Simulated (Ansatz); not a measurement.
Take ZnSe in the zinc blende structure (space group F-43m, No. 216; a = 5.6655 Å) as the base.

Perturbation: hydrostatic tension (pressure −1 GPa).

Levels (all Ansatz, a quantum-chemistry and plane-wave program, PAW): r2SCAN (500 eV, no SOC); HSE06+SOC (420 eV, spin-orbit coupling included).

The geometry is relaxed with r2SCAN.

* **r2SCAN lowest conduction level above the VBM at special points**: Γ 1.80 eV; L 3.02 eV; X 3.37 eV
* **r2SCAN valence-band top at Γ**: 0.00, 0.00, 0.00 eV

Problem. Predict the lowest conduction level above the VBM at special points and valence-band top at Γ from HSE06+SOC.

Solution. The lowest conduction level above the VBM at special points becomes Γ 2.21 eV; L 3.48 eV; X 3.73 eV (r2SCAN: Γ 1.80 eV; L 3.02 eV; X 3.37 eV); the valence-band top at Γ (three highest Kramers pairs, from the VBM) changes from 0.00, 0.00, 0.00 eV to 0.00, 0.00, -0.43 eV. The threefold valence maximum splits by Δso ≈ 0.43 eV.

Single points use the geometry relaxed with r2SCAN. Their cutoffs differ, which shifts pressures a little. The spin-orbit shifts are approximate. The levels and masses belong to the bands next to the band gap. Load acts through the strain it causes; cell and atoms are relaxed under it. Whether these cells are dynamically stable was not tested.
